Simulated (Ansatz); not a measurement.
The reference is AlN (space group P4_2/mnm, No. 136; a = 5.294 Å, c = 3.109 Å; a hypothetical phase, not in the database extracts checked).

It is then changed as follows: cell and atoms relaxed at a pressure of 0.7 GPa.

Levels (all Ansatz, a quantum-chemistry and plane-wave program, PAW): PBEsol (420 eV, no spin-orbit coupling); HSE06 (420 eV, no SOC).

The geometry is relaxed with PBEsol.

| Item | Result |
|---|---|
| PBEsol lowest conduction level above the VBM at special points | Γ 3.77 eV; A 5.12 eV; X 5.76 eV |

### Question
Predict the lowest conduction level above the VBM at special points from HSE06.

### Answer
The lowest conduction level above the VBM at special points changes from Γ 3.77 eV; A 5.12 eV; X 5.76 eV to Γ 5.17 eV; A 6.55 eV; X 7.26 eV.

Single points use the geometry relaxed with PBEsol. HSE06 was sampled on its mesh, a few special points and the semilocal edge points, so its gap is an upper bound. The levels and masses belong to the bands next to the band gap. Load acts through the strain it causes; cell and atoms are relaxed under it. Whether these cells are dynamically stable was not tested.
